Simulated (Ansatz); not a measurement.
Base system: TlBiS₂ (space group R-3m, No. 166; a = 4.085 Å, c = 21.696 Å (hexagonal axes)).

All numbers come from PBEsol (Ansatz, a first-principles code, PAW, no spin-orbit coupling).

Before the change:

```
Property                           Value
-----------------------------  ---------
Width of the top valence band    2.18 eV
Band gap                         0.15 eV
Pressure                       -0.01 GPa
```

One thing is altered: every lattice vector is stretched by 0.60 %, atoms relaxed at fixed cell.

### Question
How does this affect the energy relative to the base?

### Answer
The energy rises by 1.2 meV/atom.

### Question
What does the calculation give for the width of the top valence band after the change?

### Answer
The width of the top valence band falls by 0.14 eV to 2.04 eV.

### Question
What does the calculation give for the band gap after the change?

### Answer
The band gap grows by 0.07 eV to 0.22 eV.

### Question
What does the calculation give for the pressure after the change?

### Answer
The pressure (mean of the normal stresses, compression positive) decreases by 0.81 GPa (-0.01 GPa → -0.82 GPa).

Spin-orbit coupling, missing from the scalar runs, can matter with Bi and Tl. The cells carry an imposed strain or load. Stability against distortions was not tested. A zero or small gap of TlBiS2 can be the functional's error rather than a property of the material.
